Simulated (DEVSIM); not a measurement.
Structure: illuminated Si n-on-p cell, one wavelength, at 350 K.

Layer 1 from the left is Si, thickness (μm) 0.200, Nd (cm⁻³) 7.8e18, τn (s) 8.5e-6, τp (s) 3.8e-5, absorption coefficient (cm⁻¹) 26000. Layer 2 from the left is Si, thickness (μm) 300, Na (cm⁻³) 4e15, τn (s) 0.00061, τp (s) 0.00061, absorption coefficient (cm⁻¹) 26000.

Left contact: ohmic, minority hole recombination velocity 20 cm/s. Right contact: ohmic, minority electron recombination velocity 60 cm/s. Voltage is applied to the left contact. Recombination: SRH at mid-gap, radiative, Auger. Light enters at the left, 3.4e16 photons cm⁻² s⁻¹, one pass, no reflection. Mobility is μmin + (μ − μmin)/(1 + (N/Nref)^α).

The device is made up for the run: typed textbook-type constants, with dimensions and the other settings drawn at random. Values at 300 K; Nc and Nv go as T^1.5, mobilities as T to minus their exponent, the gap by Varshni's rule with the affinity fixed.

Si: gap (eV) 1.124, affinity (eV) 4.05, permittivity 11.7, Nc (cm⁻³) 2.86e19, Nv (cm⁻³) 3.1e19, μn (cm²/Vs) 1417, μp (cm²/Vs) 470, μn,min 52, μp,min 45, Nref,n 9.7e16, Nref,p 2.2e17, αn 0.68, αp 0.72, T exponent of μn 2.3, T exponent of μp 2.2, B (cm³/s) 4.7e-15, Cn (cm⁶/s) 2.8e-31, Cp (cm⁶/s) 9.9e-32, Varshni α (eV/K) 0.000473, Varshni β (K) 636.

DEVSIM, 1D drift-diffusion, Boltzmann statistics, complete ionisation; no tunnelling, impact ionisation, image-force lowering or self-heating.

Dark forward current:

| |V| (V) | |J| (A/cm²) |
|---|---|
| 0.05 | 2.912e-9 |
| 0.10 | 1.694e-8 |
| 0.15 | 8.783e-8 |
| 0.20 | 4.534e-7 |
| 0.25 | 2.356e-6 |
| 0.30 | 1.230e-5 |
| 0.35 | 6.431e-5 |
| 0.40 | 0.0003358 |
| 0.45 | 0.001728 |
| 0.50 | 0.008413 |
| 0.55 | 0.03706 |
| 0.60 | 0.1572 |
| 0.65 | 0.6669 |
| 0.70 | 2.698 |
| 0.75 | 9.852 |
| 0.80 | 30.63 |
| 0.85 | 75.95 |
| 0.90 | 150.9 |
| 0.95 | 254.4 |
| 1.00 | 382.8 |
| 1.05 | 532.3 |
| 1.10 | 699.9 |
| 1.15 | 882.7 |
| 1.20 | 1079 |
| 1.25 | 1286 |
| 1.30 | 1503 |

Problem. Work out the local ideality factor n = ΔV / (kT/q · ln(J2/J1)) between the rows 0.15 and 0.20 V, 0.30 and 0.35 V, 1.25 and 1.30 V.

Solution. kT/q = 30.16 mV. From 0.15 to 0.20 V: ln(4.534e-7/8.783e-8) = 1.641, n = 1.01, near the 1 of diffusion or emission over a barrier. From 0.30 to 0.35 V: ln(6.431e-5/1.230e-5) = 1.654, n = 1.00, near the 1 of diffusion or emission over a barrier. From 1.25 to 1.30 V: ln(1503/1286) = 0.156, n = 10.63.

Problem. What current could the absorbed light give at most, and what share is collected?

Solution. Σ αd = 781, so qΦ(1 − exp(−Σ αd)) = 5.45 mA/cm². The simulated short-circuit current is 5.438 mA/cm², a share of 1.00.

Problem. Estimate the open-circuit voltage by superposition: the voltage at which the dark current equals that short-circuit current.

Solution. Interpolating ln J in the table gives 0.486 V. The simulation gives 0.486 V, the same within the digits that matter. Superposition holds where collection doesn't change with voltage.

Problem. Estimate the fill factor from FF0 = (v − ln(v + 0.72))/(v + 1), v = qVoc/(nkT), with n from the dark curve.

Solution. The rows about Voc, 0.45 and 0.50 V, give n = 1.05, so v = 15.4 and FF0 = 0.769. The simulation gives 0.772, the same within the digits that matter.
